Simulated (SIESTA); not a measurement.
Input and output of a self-consistent single point for Zr3S2 (R32, 5 atoms in the cell) (SIESTA)

Method of the run: LDA PW92, numerical atomic orbitals DZP, PseudoDojo LDA standard norm-conserving potentials (rewritten from UPF to PSML) run with SIESTA 5.4.2.

Input as run:

```
# files in the folder: Zr.psml S.psml (PseudoDojo LDA standard)
SystemName  Zr3S2
SystemLabel Zr3S2

NumberOfAtoms                5
NumberOfSpecies              2
%block ChemicalSpeciesLabel
  1 40 Zr
  2 16 S
%endblock ChemicalSpeciesLabel
LatticeConstant              4.837101 Ang
%block LatticeVectors
     0.600057762    0.346443459    0.721046139
    -0.600057762    0.346443459    0.721046139
     0.000000000   -0.692887124    0.721046139
%endblock LatticeVectors
AtomicCoordinatesFormat      Ang
%block AtomicCoordinatesAndAtomicSpecies
    -1.966296698   -0.000000500    5.231659500  1
     0.983148349   -1.702863476    5.231659500  1
     0.983148349    1.702862476    5.231659500  1
    -0.000000000   -0.000000335    3.504897965  2
    -0.000000000   -0.000000665    6.958421035  2
%endblock AtomicCoordinatesAndAtomicSpecies

XC.functional                LDA
XC.authors                   PW92
PAO.BasisSize                DZP
PAO.EnergyShift              0.005 Ry
MeshCutoff                   400 Ry
%block kgrid.MonkhorstPack
    7   0   0  0.0
    0   7   0  0.0
    0   0   7  0.0
%endblock kgrid.MonkhorstPack
OccupationFunction           FD
ElectronicTemperature        0.1 eV

MaxSCFIterations             150
SCF.Mixer.Method             Broyden
SCF.Mixer.Weight             0.1
SCF.Mixer.History            8
SCF.DM.Tolerance             1.0E-04
Diag.ParallelOverK           true
WriteForces                  true
Charge.Mulliken              end
```

Output (repeated stretches shortened):

```
reinit: Reading from file input.fdf

reinit: System Name: Zr3S2
reinit: System Label: Zr3S2

coor:   Atomic-coordinates input format  =     Cartesian coordinates
coor:                                          (in Angstroms)

siesta: Atomic coordinates (Bohr) and species
siesta:     -3.71576  -0.00000   9.88640  1        1
siesta:      1.85788  -3.21795   9.88640  1        2
siesta:      1.85788   3.21794   9.88640  1        3
siesta:     -0.00000  -0.00000   6.62330  2        4
siesta:     -0.00000  -0.00000  13.14951  2        5

siesta: System type = bulk

initatomlists: Number of atoms, orbitals, and projectors:      5    83    90

siesta: ******************** Simulation parameters ****************************
redata: Spin configuration                          = none
redata: Time-Reversal Symmetry                      = T
redata: Number of Atomic Species                    =        2
redata: Mesh Cutoff                                 =   400.0000 Ry
redata: Net charge of the system                    =     0.0000 |e|
redata: Min. number of SCF Iter                     =        0
redata: Max. number of SCF Iter                     =      150
redata: SCF convergence failure will abort job
redata: SCF mix quantity                            = Hamiltonian
redata: Mix DM or H after convergence               =   F
redata: Recompute H after scf cycle                 =   F
redata: Mix DM in first SCF step                    =   T
redata: No kicks to SCF
redata: DM Mixing Weight for Kicks                  =     0.5000
redata: Require Harris convergence for SCF          =   F
redata: Harris energy tolerance for SCF             =     0.000100 eV
redata: Require DM convergence for SCF              =   T
redata: DM tolerance for SCF                        =     0.000100
redata: Require EDM convergence for SCF             =   F
redata: EDM tolerance for SCF                       =     0.001000 eV
   [... lines left out ...]
diag: Parallel distribution                         =     1 x     1
diag: Used triangular part                          = Lower
diag: Absolute tolerance                            =  0.100E-15
diag: Orthogonalization factor                      =  0.100E-05
diag: Memory factor                                 =  1.0000

superc: Internal auxiliary supercell:     5 x     5 x     5  =     125
superc: Number of atoms, orbitals, and projectors:    625  10375  11250

                        Single-point calculation

superc: Internal auxiliary supercell:     5 x     5 x     5  =     125
superc: Number of atoms, orbitals, and projectors:    625  10375  11250

outcell: Unit cell vectors (Ang):
        2.902540    1.675782    3.487773
       -2.902540    1.675782    3.487773
        0.000000   -3.351565    3.487773

outcell: Cell vector modules (Ang)   :    4.837101    4.837101    4.837101
outcell: Cell angles (23,13,12) (deg):     73.7481     73.7481     73.7481
outcell: Cell volume (Ang**3)        :    101.7877
new_DM -- step:     1
Initializing Density Matrix...

Attempting to read DM from file... Failed...
DM filled with atomic data:

InitMesh: MESH = 60 x 60 x 60 = 216000
InitMesh: Mesh cutoff (required, used) =   400.000   484.544 Ry

stepf: Fermi-Dirac step function
        iscf     Eharris(eV)        E_KS(eV)     FreeEng(eV)     dDmax    Ef(eV) dHmax(eV)
   scf:    1    -4721.108476    -4742.938887    -4743.021407  1.634639 -4.936156  2.762717
   scf:    2    -4743.488070    -4743.225309    -4743.310380  0.036359 -4.999040  2.190287
   scf:    3    -4743.800117    -4743.622844    -4743.717503  0.122048 -5.203598  0.444647
   scf:    4    -4743.660942    -4743.649726    -4743.748043  0.032255 -5.224283  0.187621
   scf:    5    -4743.649422    -4743.651189    -4743.750889  0.015192 -5.249206  0.058672
   scf:    6    -4743.651883    -4743.651779    -4743.751706  0.001906 -5.242993  0.012923
   scf:    7    -4743.651555    -4743.651679    -4743.751722  0.001614 -5.244844  0.008068
   scf:    8    -4743.651758    -4743.651722    -4743.751757  0.000676 -5.243908  0.002618
   scf:    9    -4743.651733    -4743.651728    -4743.751759  0.000236 -5.243783  0.001731
   scf:   10    -4743.651754    -4743.651741    -4743.751760  0.000078 -5.243589  0.000743
SCF Convergence by DM+H criterion
max |DM_out - DM_in|         :     0.0000781276
max |H_out - H_in|      (eV) :     0.0007429358
SCF cycle converged after 10 iterations

Using DM_out to compute the final energy and forces

siesta: E_KS(eV) =            -4743.6517

siesta: E_KS - E_eggbox =     -4743.6517

siesta: Atomic forces (eV/Ang):
     1    0.034236    0.000000    0.000000
     2   -0.017119    0.029649   -0.000000
     3   -0.017119   -0.029649    0.000000
     4    0.000000    0.000000   -0.008755
     5    0.000000   -0.000000    0.008755
   Tot   -0.000000   -0.000000    0.000000
   Max    0.034236
   Res    0.015641    sqrt( Sum f_i^2 / 3N )
   Max    0.034236    constrained

Stress tensor Voigt[x,y,z,yz,xz,xy] (kbar):       62.25       62.25       64.97       -0.00       -0.00       -0.00
(Free)E + p*V (eV/cell)    -4747.7643
Target enthalpy (eV/cell)    -4743.7518

siesta: Program's energy decomposition (eV):
siesta: Ebs     =     -1159.116060
siesta: Eions   =      7468.780155
siesta: Ena     =      1769.919288
siesta: Ekin    =      1394.241156
siesta: Enl     =       508.877853
siesta: Eso     =         0.000000
siesta: Edftu   =         0.000000
siesta: DEna    =        41.717057
siesta: DUscf   =         0.686591
siesta: DUext   =         0.000000
siesta: Ex      =      -887.227478
siesta: Ec      =      -103.086054
siesta: Exc     =      -990.313532
siesta: Eharris =     -4743.651754
siesta: Etot    =     -4743.651741
siesta: FreeEng =     -4743.751760

siesta: Stress tensor (static) (eV/Ang**3):
siesta:     0.038854   -0.000000   -0.000000
siesta:    -0.000000    0.038854   -0.000000
siesta:    -0.000000   -0.000000    0.040553

siesta: Cell volume =        101.787696 Ang**3

siesta: Pressure (static):
siesta:                Solid            Molecule  Units
siesta:          -0.00042934         -0.00042322  Ry/Bohr**3
siesta:          -0.03942035         -0.03885801  eV/Ang**3
siesta:         -63.15835891        -62.25738849  kBar

mulliken: Atomic and Orbital Populations:

Species: Zr
Atom  Qatom  Qorb
               4s      5s      5s      4py     4pz     4px     5py     5pz
               5px     4dxy    4dyz    4dz2    4dxz    4dx2-y2 4dxy    4dyz
               4dz2    4dxz    4dx2-y2
   1 11.719   1.914   0.152   0.246   1.955   1.970   1.953   0.297   0.288
              0.305   0.659   0.388   0.696   0.291   0.589  -0.036   0.013

             -0.017   0.068  -0.013
   2 11.719   1.914   0.152   0.246   1.954   1.970   1.955   0.303   0.288
              0.299   0.607   0.315   0.696   0.363   0.642  -0.018   0.055

             -0.017   0.027  -0.030
   3 11.719   1.914   0.152   0.246   1.954   1.970   1.955   0.303   0.288
              0.299   0.607   0.315   0.696   0.363   0.642  -0.018   0.055

             -0.017   0.027  -0.030

Species: S
Atom  Qatom  Qorb
               3s      3s      3py     3pz     3px     3py     3pz     3px
               3Pdxy   3Pdyz   3Pdz2   3Pdxz   3Pdx2-y2
   4  6.421   1.677   0.054   1.395   1.370   1.395   0.058   0.069   0.058
              0.069   0.057   0.093   0.057   0.069
   5  6.421   1.677   0.054   1.395   1.370   1.395   0.058   0.069   0.058
              0.069   0.057   0.093   0.057   0.069

mulliken: Qtot =       48.000

Mulliken Atomic Populations:
Atom #   charge [q] valence [e]  Species
     1     0.280792   11.719208  Zr
     2     0.280792   11.719208  Zr
     3     0.280792   11.719208  Zr
     4    -0.421188    6.421188  S
     5    -0.421188    6.421188  S
 Total    -0.000000
```

The run converged in 10 iterations.

The starting cell comes from a database of computed structures (which also holds hypothetical and non-ambient phases and stackings), without a prior relaxation at this level. Values carry the incompleteness of an atom-centred basis. With a pressure of about -6 GPa the cell is away from its equilibrium volume at this level.

Cost on one core of a shared machine: roughly 40 s.
